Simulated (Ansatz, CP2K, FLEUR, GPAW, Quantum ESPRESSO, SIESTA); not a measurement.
# YMg3 (P6_3/mmc, 8 atoms in the cell) computed with different codes at matched settings

Self-consistent single point.

```xyz
8
Lattice="6.6849 0.0000 0.0000 -3.3425 5.7893 0.0000 0.0000 0.0000 5.1670" Properties=species:S:1:pos:R:3 pbc="T T T"
Y      3.3425     1.9298     1.2918
Y      0.0000     3.8595     3.8753
Mg     0.0000     1.8829     1.2918
Mg     3.3425     3.9065     3.8753
Mg     5.0543     0.9414     3.8753
Mg    -1.7119     4.8479     1.2918
Mg     1.7119     4.8479     1.2918
Mg     1.6306     0.9414     3.8753
```

Shared settings, as Ansatz (an electronic-structure program) writes them: kpoints.mp_grid.grid = 4 4 5; scf.occupations.method = gaussian; scf.occupations.width = 0.0147 Ry. Potentials and cutoffs stand in the table.

| code | model | pressure (GPa) | largest force (eV/Å) | cutoff |
|---|---|---|---|---|
| FLEUR | LDA (Perdew-Zunger), all-electron FLAPW (FLEUR), scalar-relativistic valence | – | 0.049 | Kmax 3.8 1/bohr |
| Ansatz | LDA (PW92), PAW files made with PBE | -2.50 | 0.051 | 30.9 Ry |
| Quantum ESPRESSO | LDA (PZ), GBRV 1.5 ultrasoft (LDA) pseudopotentials | -2.54 | 0.050 | 40 Ry |
| SIESTA | LDA PW92, numerical atomic orbitals TZP, PseudoDojo LDA standard norm-conserving potentials (rewritten from UPF to PSML) | -2.60 | 0.072 | grid 350 Ry |
| GPAW | LDA (Perdew-Wang 92), GPAW PAW datasets LDA (gpaw-data 1.0.1) | -2.52 | 0.050 | 850 eV |
| CP2K | LDA (Pade form), GPW, DZVP-MOLOPT-SR-GTH basis, GTH-PADE potentials (GTH_POTENTIALS) | -1.82 | 0.284 | grid 1000 Ry |

A dash marks a value that a program does not give, or that is left out as unsure.

The spread over the programs that give each value: pressure within 0.78 GPa; largest force within 0.235 eV/Å.

SIESTA and CP2K use small atom-centred bases, whose incompleteness enters pressures, forces and empty levels differently from a plane-wave cutoff. FLEUR treats all electrons, but the usual bases taken here (sphere radii, linearisation, local orbitals, empty states) were not tested for convergence, so the values are no reference for the others. Ansatz's pressure is given at a fixed set of plane waves, as the other plane-wave codes print theirs. The same LDA comes in different parametrisations, which differ slightly. In the force vectors, CP2K (by 0.233) lies more than 0.08 eV/Å from the median of the plane-wave programs.

The starting cell comes from a database of computed structures (which also holds hypothetical and non-ambient phases and stackings), without a prior relaxation at this level.

Left out of this page: Elk (not drawn, or without a comparable value).

Keys are those of Ansatz 0.2.
